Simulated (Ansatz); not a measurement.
## Na under a change: 3 layers

Consider Na in the bcc (W type) structure (space group Im-3m, No. 229; a = 4.223 Å). Axes: x, y, z lie along the cube axes.

Modification: a free-standing slab of 3 layers (3 atoms, 1 a layer) is cut normal to [110], with 15 Å of vacuum and the in-plane cell held at bulk.

Computed with r2SCAN (Ansatz, a first-principles code), no spin-orbit coupling. Settings: 14×14×1 k-points, 0.05 eV Fermi–Dirac smearing, for the changed cell.

| quantity | base | changed | shift |
|---|---|---|---|
| layer's space group (with vacuum) | – | Cmmm (No. 65) | – |
| shortest interatomic distance | 3.657 Å | 3.609 Å | -0.048 Å |
| band gap | zero | zero | – |
| excess energy per area of both faces (slab less bulk energy over the cell's area: twice a surface energy) (uncertain by up to 0.04 J/m²) | – | 0.48 J/m² | – |
| thickness between the outermost nuclei | – | 5.85 Å | – |

Final structure:

```xyz
3
Lattice="3.6575 0.0000 0.0000 -1.2192 3.4483 0.0000 0.0000 0.0000 20.9726" Properties=species:S:1:pos:R:3 pbc="T T T"
Na     0.6096     0.8621     7.5592
Na     1.8287     2.5862    10.4863
Na     3.0479     4.3104    13.4134
```

The excess energy carries the mismatch between the slab's and the bulk's meshes. Whether these cells are dynamically stable was not tested.
